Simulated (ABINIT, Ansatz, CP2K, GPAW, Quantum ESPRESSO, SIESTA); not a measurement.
## HfH2 (I4/mmm, 3 atoms in the cell) computed with different codes at matched settings

Self-consistent single point, at a second geometry (lattice scaled by 0.98). First geometry:

```
CELL_PARAMETERS angstrom
     -1.73070     1.73070     2.14480
      1.73070    -1.73070     2.14480
      1.73070     1.73070    -2.14480
ATOMIC_POSITIONS crystal
  Hf 0.00000 0.00000 0.00000
  H  0.25000 0.75000 0.50000
  H  0.75000 0.25000 0.50000
```

Shared settings, as Ansatz (a first-principles code) writes them: kpoints.mp_grid.grid = 9 9 9; scf.occupations.method = gaussian; scf.occupations.width = 0.01 Ry. Potentials and cutoffs stand in the table.

```tsv
code	model	ΔF from the first geometry (meV/atom)	pressure (GPa)	cutoff
GPAW	PBEsol, GPAW PAW datasets PBEsol (made by gpaw-setup)	13.6	9.88	800 eV
ABINIT	PBEsol, PAW (JTH v2.0 PBE PAW, files made for PBE)	10.6	8.77	30 Ha
Quantum ESPRESSO	PBEsol, PseudoDojo standard norm-conserving (PBESOL) pseudopotentials	10.9	8.89	75 Ry
SIESTA	GGA PBEsol, numerical atomic orbitals DZP, PseudoDojo PBEsol standard norm-conserving potentials (rewritten from UPF to PSML)	9.6	8.75	grid 400 Ry
CP2K	PBEsol, GPW, DZVP-MOLOPT-SR-GTH basis, GTH-PBE potentials (GTH_POTENTIALS)	-0.9	4.97	grid 500 Ry
Ansatz	PBEsol, PAW files made with PBE	10.7	8.57	default
```

On Ansatz's run: spin-orbit coupling is off.

The spread over the programs that give each value: ΔF from the first geometry within 14.5 meV/atom; pressure within 4.91 GPa.

SIESTA and CP2K use small atom-centred bases, whose incompleteness enters pressures, forces and empty levels differently from a plane-wave cutoff. Ansatz's pressure is given at a fixed set of plane waves, as the other plane-wave codes print theirs; with its correction for the finite basis it is 8.79 GPa (the shift of 0.22 GPa shows how far the cutoff is from converged). In the pressure, GPAW (by 1.05) and CP2K (by 3.86) lie more than 1 GPa from the median of the plane-wave programs.

The starting cell comes from a database of computed structures (which also holds hypothetical and non-ambient phases and stackings), without a prior relaxation at this level. For this run, on top of that: lattice scaled by 0.98.

Left out of this page: Elk and FLEUR (not drawn, or without a comparable value).

Keys are those of Ansatz 0.2.
